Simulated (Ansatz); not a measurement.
PtSe$_{2}$ in the CdI2 type structure, quasi-harmonic approximation with LDA density-functional theory in Ansatz (plane waves, PAW). The cell was generated from a structure type, relaxed within its symmetry, and need not be the phase found at ambient conditions. The run noted for some of its cells that some bands missed the eigensolver's tolerance. Spin-orbit coupling is not included.

```
T (K)  α_a (10⁻⁶/K)  α_c (10⁻⁶/K)  C_P (J/mol/K)  bulk modulus B_T (GPa)     γ
-----  ------------  ------------  -------------  ----------------------  ----
50              0.4          11.9           20.1                    63.2  1.40
150             4.3          17.0           60.8                    62.0  0.92
200             5.0          17.5           66.8                    61.5  0.89
250             5.3          17.7           69.9                    61.0  0.87
400             5.9          17.6           73.9                    59.5  0.84
500               …          17.2           75.1                    58.7  0.83
600             6.5          16.6           75.9                    57.9  0.81
750               …          15.7           76.9                    56.8  0.79
```

**Question.** Fill in the missing entries.

**Answer.** 
- 500, α_a (10⁻⁶/K): 6.2
- 750, α_a (10⁻⁶/K): 6.9

The crystal is held in this phase throughout; melting and phase transitions are not modelled.

The PAW data sets were generated under PBE and serve the other functionals too.

Ansatz is a program for electronic structure.
